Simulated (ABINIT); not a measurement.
**A self-consistent single point of Hf₂S (P6_3/mmc, 6 atoms in the cell) with ABINIT**

Method: LDA (PW92), PAW (JTH v2.0 LDA PAW) (plane waves; ABINIT).

This input was run:

```
# Hf2S, JTH v2.0 LDA PAW
pp_dirpath "./"
pseudos "Hf.LDA_PW-JTH.xml, S.LDA_PW-JTH.xml"
acell 6.2808000859 6.2808000859 21.8105556366
rprim
         1.0000000000   -0.0000000190    0.0000000000
        -0.4999999836    0.8660254133    0.0000000000
         0.0000000000    0.0000000000    1.0000000000
natom 6
ntypat 2
znucl 72 16
typat 1 1 1 1 2 2
xred
         0.6666666667    0.3333333333    0.8998100000
         0.3333333333    0.6666666667    0.1001900000
         0.3333333333    0.6666666667    0.3998100000
         0.6666666667    0.3333333333    0.6001900000
         0.0000000000    0.0000000000    0.7500000000
         0.0000000000    0.0000000000    0.2500000000
ecut 571 eV
pawecutdg 1143 eV
pawxcdev 0
ixc 7
occopt 3
tsmear 0.05 eV
nband 39
kptopt 1
ngkpt 8 8 2
nshiftk 1
shiftk 0 0 0
nstep 60
tolvrs 1.0e-10
prtwf 0
prtden 0
```

Output, abridged:

```
 Symmetries : space group P6_3/m m c (#194); Bravais hP (primitive hexag.)

 -outvars: echo values of preprocessed input variables --------
            acell      6.2808000859E+00  6.2808000859E+00  2.1810555637E+01 Bohr
             ecut      2.09838648E+01 Hartree
              ixc           7
         kptrlatt        8    0    0      0    8    0      0    0    2
          kptrlen      4.36211113E+01
            natom           6
            nband          39
            ngfft          27      27      90
          ngfftdg          40      40     128
             nkpt          20
            nstep          60
             nsym          24
           ntypat           2
           occopt           3
        pawecutdg      4.20044789E+01 Hartree
         pawxcdev           0
            rprim      1.0000000000E+00 -1.9000000000E-08  0.0000000000E+00
                      -4.9999998360E-01  8.6602541330E-01  0.0000000000E+00
                       0.0000000000E+00  0.0000000000E+00  1.0000000000E+00
          spgroup         194
           tolvrs      1.00000000E-10
           tsmear      1.83746627E-03 Hartree
            typat      1  1  1  1  2  2
           useylm           1
             xred      6.6666666667E-01  3.3333333333E-01  8.9981000000E-01
                       3.3333333333E-01  6.6666666667E-01  1.0019000000E-01
                       3.3333333333E-01  6.6666666667E-01  3.9981000000E-01
                       6.6666666667E-01  3.3333333333E-01  6.0019000000E-01
                       0.0000000000E+00  0.0000000000E+00  7.5000000000E-01
                       0.0000000000E+00  0.0000000000E+00  2.5000000000E-01
            znucl       72.00000   16.00000

== DATASET  1 ==================================================================

 Exchange-correlation functional for the present dataset will be:
  LDA: Perdew-Wang 92 LSD fit to Ceperley-Alder data - ixc=7
 Citation for XC functional:
  J.P.Perdew and Y.Wang, PRB 45, 13244 (1992)

 Real(R)+Recip(G) space primitive vectors, cartesian coordinates (Bohr,Bohr^-1):
 R(1)=  6.2808001 -0.0000001  0.0000000  G(1)=  0.1592154  0.0919230  0.0000000
 R(2)= -3.1403999  5.4393325  0.0000000  G(2)=  0.0000000  0.1838461  0.0000000
 R(3)=  0.0000000  0.0000000 21.8105556  G(3)=  0.0000000  0.0000000  0.0458494
 Unit cell volume ucvol=  7.4512186E+02 bohr^3
 Angles (23,13,12)=  9.00000000E+01  9.00000000E+01  1.20000000E+02 degrees

 Coarse grid specifications (used for wave-functions):

 getcut: wavevector=  0.0000  0.0000  0.0000  ngfft=  27  27  90
         ecut(hartree)=     20.984   => boxcut(ratio)=   2.00110

 Fine grid specifications (used for densities):

 getcut: wavevector=  0.0000  0.0000  0.0000  ngfft=  40  40 128
         ecut(hartree)=     42.004   => boxcut(ratio)=   2.01155

   2.22807063E+04                                ecore*ucvol(ha*bohr**3)

_setup2: Arith. and geom. avg. npw (full set) are    3420.555    3420.512

--- !BeginCycle
solver: {iscf: 17, nstep: 60, nline: 4, wfoptalg: 10, }
tolerances: {tolvrs: 1.00E-10, }
...

     iter   Etot(hartree)      deltaE(h)  residm     nres2
 ETOT  1  -218.89689578606    -2.189E+02 1.653E+00 4.146E+00
 ETOT  2  -222.15011047534    -3.253E+00 5.805E-02 8.471E+00
 ETOT  3  -222.12798474561     2.213E-02 2.571E-02 3.845E+00
 ETOT  4  -222.11244430603     1.554E-02 7.857E-03 1.064E+00
 ETOT  5  -222.10962135726     2.823E-03 5.188E-03 3.079E-02
 ETOT  6  -222.10981237069    -1.910E-04 3.967E-03 1.721E-03
   [... 3 lines left out ...]
 ETOT 10  -222.10981438189     1.956E-08 2.747E-03 6.679E-08
 ETOT 11  -222.10981438260    -7.154E-10 1.513E-03 1.846E-08
 ETOT 12  -222.10981438256     3.945E-11 1.719E-03 4.397E-09
 ETOT 13  -222.10981438255     1.546E-11 7.109E-04 1.268E-10
 ETOT 14  -222.10981438255    -5.116E-13 6.727E-04 2.472E-11

 At SCF step   14       nres2   =  2.47E-11 < tolvrs=  1.00E-10 =>converged.

 Cartesian components of stress tensor (hartree/bohr^3)
  sigma(1 1)=  3.51004578E-05  sigma(3 2)=  0.00000000E+00
  sigma(2 2)=  3.51004563E-05  sigma(3 1)=  0.00000000E+00
  sigma(3 3)= -1.03237002E-05  sigma(2 1)=  2.52686000E-12

 ----iterations are completed or convergence reached----

 reduced coordinates (array xred) for    6 atoms
       0.666666666667      0.333333333333      0.899810000000
       0.333333333333      0.666666666667      0.100190000000
       0.333333333333      0.666666666667      0.399810000000
       0.666666666667      0.333333333333      0.600190000000
       0.000000000000      0.000000000000      0.750000000000
       0.000000000000      0.000000000000      0.250000000000
 cartesian forces (eV/Angstrom) at end:
    1      0.00000000000000     0.00000000000000    -0.19256424074485
    2     -0.00000000000000    -0.00000000000000     0.19256424074485
    3     -0.00000000000000    -0.00000000000000    -0.19256424074485
    4      0.00000000000000    -0.00000000000000     0.19256424074485
    5      0.00000000000000     0.00000000000000     0.00000000000000
    6     -0.00000000000000     0.00000000000000     0.00000000000000
 frms,max,avg= 9.0775654E-02 1.9256424E-01   0.000E+00  0.000E+00  0.000E+00 e/A
 length scales=  6.280800085900  6.280800085900 21.810555636600 bohr
              =  3.323656257168  3.323656257168 11.541648949573 angstroms
 Fermi (or HOMO) energy (hartree) =   0.06125   Average Vxc (hartree)=  -0.44054
 Eigenvalues (hartree) for nkpt=  20  k points:
 kpt#   1, nband= 39, wtk=  0.00781, kpt=  0.0000  0.0000  0.0000 (reduced coord)
  -2.21936   -2.21921   -2.21721   -2.21707   -1.08459   -1.07937   -1.06505   -1.06165
  -1.06165   -1.06123   -1.06123   -1.05926   -1.05731   -1.05731   -1.05688   -1.05688
  -0.50881   -0.50326   -0.23443   -0.19858   -0.10512   -0.06691   -0.06691   -0.05921
  -0.05921   -0.05550    0.00995    0.05619    0.05839    0.07553    0.07553    0.07907
   0.07907    0.08916    0.08916    0.13003    0.13003    0.16009    0.16933
      occupation numbers for kpt#   1
   2.00000    2.00000    2.00000    2.00000    2.00000    2.00000    2.00000    2.00000
   2.00000    2.00000    2.00000    2.00000    2.00000    2.00000    2.00000    2.00000
   2.00000    2.00000    2.00000    2.00000    2.00000    2.00000    2.00000    2.00000
   2.00000    2.00000    2.00000    1.88012    1.65135    0.00084    0.00084    0.00012
   0.00012    0.00000    0.00000    0.00000    0.00000    0.00000    0.00000
 prteigrs : prtvol=0 or 1, do not print more k-points.

--- !EnergyTerms
comment             : Components of total free energy in Hartree
kinetic             :  3.07328515687461E+01
hartree             :  2.64821958482452E+01
xc                  : -4.33663643434270E+01
Ewald energy        : -1.80140445620170E+02
psp_core            :  2.99020974058963E+01
local_psp           : -1.04443677960668E+01
spherical_terms     : -7.52750033649461E+01
internal            : -2.22109036301722E+02
'-kT*entropy'       : -7.76422845067404E-04
total_energy        : -2.22109812724567E+02
total_energy_eV     : -6.04391537312091E+03
...

-Cartesian components of stress tensor (GPa)         [Pressure= -5.8722E-01 GPa]
- sigma(1 1)=  1.03269095E+00  sigma(3 2)=  0.00000000E+00
- sigma(2 2)=  1.03269090E+00  sigma(3 1)=  0.00000000E+00
- sigma(3 3)= -3.03733695E-01  sigma(2 1)=  7.43427753E-08

 Calculation completed.
```

The run converged in 14 iterations.

The starting cell comes from a database of computed structures (which also holds hypothetical and non-ambient phases and stackings), without a prior relaxation at this level. Its lattice was rescaled by a random factor within 2.5 % of one.

Cost on one core of a shared machine: roughly 6 min.
